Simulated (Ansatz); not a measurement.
The starting structures come from a database of crystals and need not be the phases stable at ambient conditions.

 Where the default PAW files enter, the runs use the earlier of Ansatz's two default sets.

The decay constant κ of evanescent states in the gap governs leakage through a thin film.

Given:

```yaml
crystal:
  lattice:
    - [5.11987, 0.00000, 0.00000]
    - [0.19640, 5.11610, 0.00000]
    - [2.46173, -2.55805, 3.55018]
  atoms:
    - { symbol: Al, position: [0.00000, 0.00000, 0.00000] }
    - { symbol: P, position: [0.25000, 0.25000, 0.50000] }
    - { symbol: O, position: [0.03802, 0.22682, 0.82493] }
    - { symbol: O, position: [0.59811, 0.13705, 0.36387] }
    - { symbol: O, position: [0.22682, 0.03802, 0.17507] }
    - { symbol: O, position: [0.13705, 0.59811, 0.63613] }
```

Space group of this cell: I-4. The cell is taken as given; by PBEsol its mean pressure is 3.0 GPa.

Transport runs along the normal of the first two printed cell vectors, the (110) plane of the conventional cell.

The gap is the functional's own, uncorrected, and κ follows it; spin-orbit coupling is left out. Mid-gap values are interpolated between the computed energies.

Q: State the band gap and the smallest decay constant κ at mid-gap according to PBEsol (Ansatz, a quantum-chemistry and plane-wave program).

A: Gap 5.84 eV on a 8×8×8 mesh; κ = 0.544 1/Å, at the zone centre.
